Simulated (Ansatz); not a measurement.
**The (21-32) surface of hcp Sc in its 1x1 cell, outermost plane spacing 0.67 Å in the ideal cut (one of several cuts of this face)**

Level of theory: r2SCAN, at the PBE geometry (plane waves to 500 eV, PAW; Ansatz, a quantum-chemistry and plane-wave program).

Slab: 22 atoms, 10.7 Å thick at the start; k 7x5x1, smearing 0.1 eV, dipole-corrected; single point; on the structure that PBE left under its start's symmetry; no spin, no spin-orbit, no U.

- surface energy (mean of both faces) = 1.45 J/m²
- work function of the top face = 3.16 eV
- cost = around 8 core-minutes (rough)
